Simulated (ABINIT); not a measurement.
A self-consistent single point of Ag (Fm-3m, 1 atom in the cell) with ABINIT.

Level of theory: PBE, PAW (JTH v2.0 PBE PAW) (plane waves; ABINIT 10.0.3).

```xyz
1
Lattice="0.0000 2.0214 2.0214 2.0214 0.0000 2.0214 2.0214 2.0214 0.0000" Properties=species:S:1:pos:R:3 pbc="T T T"
Ag     0.0000     0.0000     0.0000
```

Reference input (self-consistent single point, DFT, PBE, plane waves, PAW (JTH v2.0 PBE PAW)): pseudos = [Ag.GGA_PBE-JTH.xml]; ecut = 20 Ha; pawecutdg = 40 Ha; occopt = 7; tsmear = 0.2 eV; ngkpt = 14 14 14; nshiftk = 1; shiftk = 0 0 0; potentials = JTH v2.0 PBE PAW; nband = 11; kptopt = 1; nstep = 100. This run's input differs from it in these lines:

```diff
@@ -13,4 +13,4 @@
 xcart    0.0000000000    0.0000000000    0.0000000000
-ecut 20 Ha
-pawecutdg 40 Ha
+ecut 8 Ha
+pawecutdg 16 Ha
 occopt 7
```

Output (repeated stretches shortened):

```
--- !BeginCycle
solver: {iscf: 17, nstep: 100, nline: 4, wfoptalg: 10, }
tolerances: {toldfe: 1.00E-09, }
...

     iter   Etot(hartree)      deltaE(h)  residm     nres2
 ETOT  1  -38.084821907257    -3.808E+01 7.511E-01 2.566E+00
 ETOT  2  -38.139589469984    -5.477E-02 1.796E-02 4.086E-01
 ETOT  3  -38.133246335578     6.343E-03 2.551E-03 3.844E-03
 ETOT  4  -38.133247134172    -7.986E-07 4.504E-04 1.700E-03
 ETOT  5  -38.133221105159     2.603E-05 1.124E-04 3.070E-05
 ETOT  6  -38.133220825983     2.792E-07 1.002E-04 1.653E-06
 ETOT  7  -38.133220806815     1.917E-08 1.260E-04 1.150E-07
 ETOT  8  -38.133220805579     1.235E-09 9.989E-05 3.738E-09
 ETOT  9  -38.133220805528     5.075E-11 1.079E-04 3.130E-12
 ETOT 10  -38.133220805527     1.350E-12 7.590E-05 1.811E-12
 At SCF step   10, etot is converged :
  for the second time, diff in etot=  1.350E-12 < toldfe=  1.000E-09

 Cartesian components of stress tensor (hartree/bohr^3)
  sigma(1 1)=  4.09272799E-03  sigma(3 2)=  0.00000000E+00
  sigma(2 2)=  4.09272799E-03  sigma(3 1)=  0.00000000E+00
  sigma(3 3)=  4.09272799E-03  sigma(2 1)=  0.00000000E+00

 ----iterations are completed or convergence reached----

 reduced coordinates (array xred) for    1 atoms
       0.000000000000      0.000000000000      0.000000000000
 cartesian forces (eV/Angstrom) at end:
    1     -0.00000000000000    -0.00000000000000    -0.00000000000000
 frms,max,avg= 0.0000000E+00 0.0000000E+00   0.000E+00  0.000E+00  0.000E+00 e/A
 length scales=  1.000000000000  1.000000000000  1.000000000000 bohr
   [... lines left out ...]
 Fermi (or HOMO) energy (hartree) =   0.15088   Average Vxc (hartree)=  -0.45850
   [... lines left out ...]
'-kT*entropy'       : -1.94046871147310E-04
total_energy        : -3.81332205136505E+01
total_energy_eV     : -1.03765770121497E+03
...

-Cartesian components of stress tensor (GPa)         [Pressure= -1.2041E+02 GPa]
- sigma(1 1)=  1.20412194E+02  sigma(3 2)=  0.00000000E+00
- sigma(2 2)=  1.20412194E+02  sigma(3 1)=  0.00000000E+00
- sigma(3 3)=  1.20412194E+02  sigma(2 1)=  0.00000000E+00

 Calculation completed.
```

The run converged in 10 iterations. 

The starting cell comes from a database of computed structures (which also holds hypothetical and non-ambient phases and stackings), without a prior relaxation at this level. Its lattice was rescaled by a random factor within 2.5 % of one. At the lowered cutoff the pressure carries the error of an incomplete plane-wave basis.

These are the values that this program gave, and no reference: the one-centre exchange-correlation terms come from a truncated expansion.
